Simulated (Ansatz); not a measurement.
## A computed series for CdSe: response to strain

The parent structure is CdSe in the zinc blende structure (space group F-43m, No. 216; a = 6.0075 Å).

Strains are applied to the cell and any free atomic positions relax.

Method: LDA (Ansatz, a program for electronic structure, PAW, scalar-relativistic without spin-orbit coupling).

Candidates:
(a) isotropic strain +3.00 %
(b) isotropic strain −2.00 %
(c) isotropic strain +2.50 %
(d) isotropic strain −2.50 %

For the base:

* **Band gap**: 0.41 eV

Problem. Order them by band gap, highest first.

Solution. (d) isotropic strain −2.50 % (0.55 eV), (b) isotropic strain −2.00 % (0.52 eV), (c) isotropic strain +2.50 % (0.26 eV), (a) isotropic strain +3.00 % (0.23 eV)

Whether these cells are dynamically stable was not tested. The zero or small gap of CdSe under isotropic strain +3.00 % and CdSe under isotropic strain +2.50 % can change with the level of theory.
